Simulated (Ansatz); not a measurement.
Consider TlCl in the NiAs type structure (space group P6_3/mmc, No. 194; a = 4.347 Å, c = 7.726 Å; a hypothetical phase, not in the database extracts checked).

Method: DFT with PBEsol, PAW potentials and a 420 eV plane-wave cutoff in Ansatz (a program for electronic structure), spin-orbit coupling left out.

For the base:

Pressure: 0.00 GPa
Width of the top valence band: 1.68 eV

It is then changed as follows: an isotropic linear strain of +1.21 %, atoms relaxed at fixed cell.

Q: How does this affect the pressure and width of the top valence band?

A: The pressure (mean of the normal stresses, compression positive) goes from zero to -0.78 GPa; the width of the top valence band shrinks by 0.115 eV (1.68 eV → 1.56 eV).

With Tl present, leaving out spin-orbit coupling can change the band edges. The levels and masses belong to the bands next to the band gap. Whether these cells are dynamically stable was not tested.
